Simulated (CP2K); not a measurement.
Worked example: self-consistent single point of SrI₂O₂ (Pnma, 20 atoms in the cell) in CP2K.

Level of theory: RPBE, GPW, DZVP-MOLOPT-SR-GTH basis, GTH-PBE potentials (GTH_POTENTIALS) (CP2K 2026.2).

```xyz
20
Lattice="10.8658 0.0000 0.0000 0.0000 4.1207 0.0000 0.0000 0.0000 14.1914" Properties=species:S:1:pos:R:3 pbc="T T T"
Sr     8.7672     3.0905    12.4415
Sr     2.0986     1.0302     1.7499
Sr     7.5315     1.0302     5.3458
Sr     3.3343     3.0905     8.8456
I      6.4108     3.0905     2.5535
I      4.4550     1.0302    11.6379
I      9.8879     1.0302     9.6492
I      0.9779     3.0905     4.5422
I      1.3839     3.0905    12.7202
I      9.4820     1.0302     1.4712
I      4.0490     1.0302     5.6245
I      6.8168     3.0905     8.5669
O      8.7798     1.0302    13.8170
O      2.0860     3.0905     0.3744
O      7.5189     3.0905     6.7213
O      3.3469     1.0302     7.4701
O      8.4423     1.0302    11.0071
O      2.4235     3.0905     3.1843
O      7.8564     3.0905     3.9114
O      3.0094     1.0302    10.2800
```

Reference input (self-consistent single point, DFT PBEsol, GPW, DZVP-MOLOPT-SR-GTH basis, GTH-PBE potentials (GTH_POTENTIALS)): CUTOFF = 500 Ry; REL_CUTOFF = 50 Ry; SMEAR/METHOD = GAUSSIAN; SIGMA = 0.02 eV; KPOINTS/SCHEME = MONKHORST-PACK 2 4 1; GAMMA_CENTERED = T; XC_FUNCTIONAL = PBE:PBESOL; Sr/BASIS_SET = DZVP-MOLOPT-SR-GTH-q10; Sr/POTENTIAL = GTH-PBE-q10; I/BASIS_SET = DZVP-MOLOPT-SR-GTH-q7; I/POTENTIAL = GTH-PBE-q7; O/BASIS_SET = DZVP-MOLOPT-SR-GTH-q6. This run's input differs from it in these lines:

```diff
@@ -45,5 +45,6 @@
       &XC_FUNCTIONAL
-        &PBE
-          PARAMETRIZATION PBESOL
-        &END PBE
+        &GGA_X_RPBE
+        &END GGA_X_RPBE
+        &GGA_C_PBE
+        &END GGA_C_PBE
       &END XC_FUNCTIONAL
```

Output, abridged:

```
 SCF WAVEFUNCTION OPTIMIZATION

  Step     Update method      Time    Convergence         Total energy    Change
     1 NoMix/Diag. 0.20E+00      -     2.04991307      -343.8326349145 -3.44E+02
     2 Broy./Diag. 0.20E+00      -     0.20922717      -326.6333867951  1.72E+01
     3 Broy./Diag. 0.20E+00      -     0.26187317      -336.6357052344 -1.00E+01
     4 Broy./Diag. 0.20E+00      -     0.04200534      -343.4447986154 -6.81E+00
     5 Broy./Diag. 0.20E+00      -     0.07334303      -341.3725595700  2.07E+00
     6 Broy./Diag. 0.20E+00      -     0.01183324      -343.0497481763 -1.68E+00
   [... 19 lines left out ...]
    26 Broy./Diag. 0.20E+00      -     0.00000022      -343.3517064077 -2.22E-07
    27 Broy./Diag. 0.20E+00      -     0.00000017      -343.3517097142 -3.31E-06
    28 Broy./Diag. 0.20E+00      -     0.00000015      -343.3517117719 -2.06E-06
    29 Broy./Diag. 0.20E+00      -     0.00000006      -343.3517111378  6.34E-07
  *** SCF run converged in    29 steps ***

  Overlap energy of the core charge distribution:               0.00000008433938
  Self energy of the core charge distribution:               -764.75500401860415
  Core Hamiltonian energy:                                    186.28970022163716
  Hartree energy:                                             299.40578457134967
  Exchange-correlation energy:                                -64.29219199657093
  Smearing free energy correction:                             -0.00000000000000
  Fermi energy:                                                 0.11755370989889

  Total energy:                                              -343.35171113784884
  Total energy (extrapolated to sigma->0):                   -343.35171113784884

                     Mulliken Population Analysis

   [... lines left out ...]

 STRESS| Analytical stress tensor [bar]
 STRESS|                        x                   y                   z
 STRESS|      x        2.39413078220E+04  -2.24302348295E-06  -1.26695052133E-04
 STRESS|      y       -2.24302348295E-06   1.87178736961E+04  -3.24743492694E-09
 STRESS|      z       -1.26695052133E-04  -3.24743492694E-09   4.13228287604E+04
 STRESS| 1/3 Trace                                             2.79940034261E+04
```

The run converged in 29 iterations. Against the reference run the pressure goes from -0.03 to 2.80 GPa, the largest force goes from 1.016 to 1.068 eV/Å and the gap on the mesh goes from 0.801 to 0.994 eV.

The starting cell comes from a database of computed structures (which also holds hypothetical and non-ambient phases and stackings), without a prior relaxation at this level. Spin-orbit coupling is off. Values carry the incompleteness of an atom-centred basis. The potentials were made for another functional than the one used. Forces in this geometry exceed 1 eV/Å.

Cost on one core of a shared machine: roughly 3 min.
